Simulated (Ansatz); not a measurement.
Relaxation of the outer planes of the (001) surface of tetragonal MoSi2 in its 1x1 cell (cut with top plane Si, bottom plane Si), outermost plane spacing 1.34 Å in the ideal cut (one of several cuts of this face), with 2 Si a cell over the bulk's ratio.

The numbers are results of PBE (plane waves to 420 eV, PAW; Ansatz, an electronic-structure program), not measurements.

Set-up: 11 atoms, Mo3Si8, 13.1 Å thick at the start; mesh 12x12x1; 0.1 eV smearing; dipole correction on; all atoms relaxed; start symmetry kept, larger cells not searched; no spin, no spin-orbit, no U.

| plane | atoms | bulk spacing to the next (Å) | relaxed spacing (Å) | change (%) | rumpling (Å) |
|---|---|---|---|---|---|
| 1 | Si | 1.340 | 1.306 | -2.5 | 0.00 |
| 2 | Si | 1.298 | 1.344 | 3.5 | 0.00 |
